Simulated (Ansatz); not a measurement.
Formation energy of the bound charge states of V_Ga+Si_Ga in wurtzite GaN (start: the Ga site; Ga 3.21 Å away; 96-site cell, 2×2×2 shifted sampling) against the Fermi level, N-rich (Δμ(Ga) = -0.88 eV, Δμ(Si) = -2.47 eV, bounded by beta Si3N4; only phases computed here count, gases as isolated molecules at 0 K). Level of theory: PBE, PAW (plane waves to 420 eV; Ansatz, a quantum-chemistry and plane-wave program).

Cell and caveats: 96-site cell; 2×2×2 shifted k-points; host gap 1.71 eV; charged states image-corrected; corrections pass 1 eV, so highly charged states may be off by several tenths; flagged in the runs: a host whose relaxation on this sampling wasn't shown to rest.

```tsv
E_F − E_VBM (eV)	q = 0	q = −1	q = −2
0.00	5.01	5.75	7.19
0.21	5.01	5.54	6.76
0.43	5.01	5.32	6.33
0.64	5.01	5.11	5.91
0.86	5.01	4.89	5.48
1.07	5.01	4.68	5.05
1.28	5.01	4.47	4.62
1.50	5.01	4.25	4.20
1.71	5.01	4.04	3.77
```

Crossings of the lowest lines: (0/−1) at 0.74 eV; (−1/−2) at 1.44 eV.
